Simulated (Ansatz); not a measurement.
Base system: PtS$_{2}$ in the CdI2 type structure (space group P-3m1, No. 164; a = 3.584 Å, c = 4.657 Å; layered, stacked along the Cartesian z axis).

The values are results of PBE-D3(BJ) in Ansatz (plane waves to 420 eV, PAW, scalar-relativistic without spin-orbit coupling), not measurements.

Strains are applied to the cell and any free atomic positions relax.

One change was made to it. Results:

| quantity | base | after |
|---|---|---|
| pressure (mean of the normal stresses, compression positive) | 0.0 GPa | 9.4 GPa |
| energy relative to the base (free energy F) | 0 meV/atom | +41 meV/atom |
| largest internal atomic displacement | – | 0.079 Å |

### Question
What was done to the base?
A. isotropic strain +2.50 %
B. isotropic strain −3.00 %
C. isotropic strain −2.50 %

### Answer
B, isotropic strain −3.00 %. For comparison, the energy relative to the base in the other runs: isotropic strain −2.50 % gives +28 meV/atom; isotropic strain +2.50 % gives +23 meV/atom.

Stability against distortions was not tested. The final runs are not spin-polarised.

Ansatz is a program for electronic structure.
